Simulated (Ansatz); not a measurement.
**How the elastic constant C12 of L1₂ (Cu3Au-type) Al₃Sc moves with the method**

No measured value is used here.

```csv
level (code),value (GPa),cell (Å³/atom)
LDA (Ansatz),44.4,16.39
PBE (Ansatz),39.9,17.30
PBEsol (Ansatz),42.4,16.88
r²SCAN (Ansatz),41.7,17.06
```

Each level is taken at its own relaxed cell. Cutoffs differ between the levels. Ansatz's density-functional and Hartree–Fock values are scalar-relativistic unless marked +SOC, with PAW data made under PBE.

Ansatz is an electronic-structure program.
